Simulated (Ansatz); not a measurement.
The parent structure is BeSe in the zinc blende structure (space group F-43m, No. 216; a = 5.178 Å).

The values are results of Ansatz (a first-principles code), PBE, PAW, cutoff 420 eV, no spin-orbit coupling, not measurements.

Base values:

* **Hole mass**: 0.24, 0.48, 0.48 mₑ (at Γ)
* **Width of the top valence band**: 3.20 eV
* **Smallest direct gap**: 4.22 eV

It is then changed as follows: a negative pressure, −1 GPa.

Q: What does the calculation give for the hole mass, width of the top valence band and smallest direct gap after the change?

A: The hole mass (degenerate bands, along [100]) goes from 0.24, 0.48, 0.48 mₑ (at Γ) to 0.23, 0.49, 0.49 mₑ (at Γ); the width of the top valence band drops by 0.06 eV, from 3.20 eV to 3.14 eV; the smallest direct gap falls by 0.10 eV (4.22 eV → 4.12 eV).

Load acts through the strain it causes; cell and atoms are relaxed under it. Effective masses come from finite differences of ±0.01 Å⁻¹. Whether these cells are dynamically stable was not tested.
